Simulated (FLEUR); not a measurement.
## Equation of state of zinc-blende SiC (space group 216): energy against volume (FLEUR, LDA)

```yaml
crystal:
  lattice:
    - [0.00000, 2.09521, 2.09521]
    - [2.09521, 0.00000, 2.09521]
    - [2.09521, 2.09521, 0.00000]
  atoms:
    - { symbol: Si, position: [0.00000, 0.00000, 0.00000] }
    - { symbol: C, position: [0.75000, 0.75000, 0.75000] }
```

Method of the run: LDA (Perdew-Zunger), all-electron FLAPW (FLEUR), scalar-relativistic valence in FLEUR. Settings: Kmax = 4.67 1/bohr; GmaxXC = 16.3 1/bohr; xcFunctional = pz; jspins = 1; l_soc = F; mode = hist; fermiSmearingEnergy = 0.00036749 Htr; mesh (inpgen div1-3) = 13 13 13; inpgen gamma flag = false; Gmax = 16.3 1/bohr; numbands = 0; maxIterBroyd = 99; imix = Anderson; alpha = 0.05; precondParam = 0; minDistance = 1e-05 me/bohr^3. The cell above is the first row's. The rows scale it uniformly. In all rows fractional positions and the k mesh are held. E is the free energy at the stated smearing, counted from the lowest row.

| V (Å^3/atom) | E (meV/atom) |
|---|---|
| 9.198 | 79.40 |
| 9.398 | 48.57 |
| 9.598 | 25.93 |
| 9.798 | 10.71 |
| 9.998 | 2.21 |
| 10.198 | 0.00 |
| 10.398 | 3.20 |
| 10.597 | 11.52 |
| 10.797 | ? |

Fit E of the 8 rows that show it with the third-order Birch-Murnaghan form, a cubic in V^(-2/3). With u = V^(-2/3) - 0.217, the rows have u = 0.010792, 0.007548, 0.004418, 0.001395, -0.001528, -0.004354, -0.007090, -0.009726. Least squares gives E = 5.909 + 2941.19·u + 360201·u² - 156715·u³. Residuals (row less fit): -0.005, 0.007, 0.010, -0.002, -0.046, 0.056, -0.018, 0.000; standard error 0.038 (degrees of freedom: 4). Its minimum lies at u = -0.004072, so V0 = (0.212928)^(-3/2) = 10.18. There d²E/du² = 724200 and d³E/du³ = -940300, so B0 = (4/9) × 10.18^(-7/3) × 724200 × 0.160218 = 230 GPa (the last factor turns the table's units into GPa), and B0' = 4 + (2/3) × 0.212928 × (-940300)/724200 = 3.8.

Task: Estimate the missing E (V = 10.797); what did the run itself give?

Result: u = -0.012294, so E = 5.909 + 2941.19 × (-0.012294) + 360201 × (-0.012294)² - 156715 × (-0.012294)³ = 24.483 meV/atom. The calculation gives 24.45 meV/atom, 0.033 meV/atom below the prediction (under 0.05 % of the range of E in the table). The row lies outside the fitted rows, so this is an extrapolation. From the scatter of the fitted rows alone, a prediction at this place has a standard error of 0.092 meV/atom, so the miss is 0.4 times that.

Carrying the step between the two nearest rows on in a straight line would have given 19.88, off by 4.57; series whose last step already gives the withheld value aren't shown. The scan was laid around a cell of about the measured size, scaled by a guess for this functional. This is the 3C polytype. The runs keep the symmetry of the cell, so they don't test it for distortions. Values depend on the basis (sphere radii, cutoffs, local orbitals), which need not be converged. Cutoffs and mesh are single choices, not tested for convergence of this quantity. Series with a scatter that would blur these digits, or in which a gap closes, are not shown. Nor are scans whose minimum lies at an end fitted in this form.
